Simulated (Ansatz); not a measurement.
Crystal: BN (F-43m, zinc blende, 2 atoms a cell, 6.0 Å³ an atom, -5 GPa at this level); planes in its conventional cell.

Method: r2SCAN (plane waves, PAW; Ansatz, a first-principles code).

The gap is the functional's own, uncorrected, and κ follows it; spin-orbit coupling is left out. Mid-gap values are interpolated between the computed energies.

| plane | area of the cell (Å²) | mid-gap κ (1/Å) | largest κ in the gap (1/Å) |
|---|---|---|---|
| (111) | 5.7 | 0.34 | 0.37 |
| (001) | 6.6 | ___ | ___ |
| (110) | 9.3 | ___ | ___ |

The slowest decay depends on the direction. Supply the withheld values.


- (001), mid-gap κ (1/Å): 0.40
- (001), largest κ in the gap (1/Å): 0.43
- (110), mid-gap κ (1/Å): 0.35
- (110), largest κ in the gap (1/Å): 0.35
